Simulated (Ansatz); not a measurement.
The reference is CdO in the rock salt structure (space group Fm-3m, No. 225).

```
CdO
1.0
    0.00000     2.34512     2.34512
    2.34512     0.00000     2.34512
    2.34512     2.34512     0.00000
O Cd
1 1
Cartesian
  0.00000   0.00000   0.00000
  2.34512   2.34512   2.34512
```

The values are results of PBEsol/PAW in Ansatz (an electronic-structure program), spin-orbit coupling left out, not measurements.

For the base:

The pressure comes out as 0.0 GPa.

One thing is altered: every lattice vector is shortened by 2.66 %; the atoms relax in the strained cell.

### Question
What does the calculation give for the energy relative to the base and pressure after the change?

### Answer
The energy goes up by 41 meV/atom; the pressure goes from zero to 14.3 GPa.

A case with no gap was solved on a k-mesh chosen for an insulator, which is coarse for it. Whether these cells are dynamically stable was not tested. All final runs are without spin polarisation.
